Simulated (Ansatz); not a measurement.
Take Ta$_{3}$Sn in the A15 (Cr3Si type) structure (space group Pm-3n, No. 223; a = 5.2608 Å) as the base.

It is then changed as follows: cell and atoms relaxed at a pressure of 7.5 GPa.

Levels (all Ansatz, a program for electronic structure, PAW): PBEsol (420 eV, spin-orbit coupling left out); PBEsol+SOC (420 eV, spin-orbit coupling included).

The geometry is relaxed with PBEsol.

```
Item               Value
---------------  -------
PBEsol pressure  7.5 GPa
```

Problem. Predict the pressure from PBEsol+SOC.

Solution. The pressure falls by 0.2 GPa to 7.3 GPa.

Single points use the geometry relaxed with PBEsol. Differences between runs with and without spin-orbit coupling are approximate. Load acts through the strain it causes; cell and atoms are relaxed under it. Stability against distortions was not tested. Competing high-pressure phases were not computed. The runs without spin-orbit coupling are not spin-polarised.
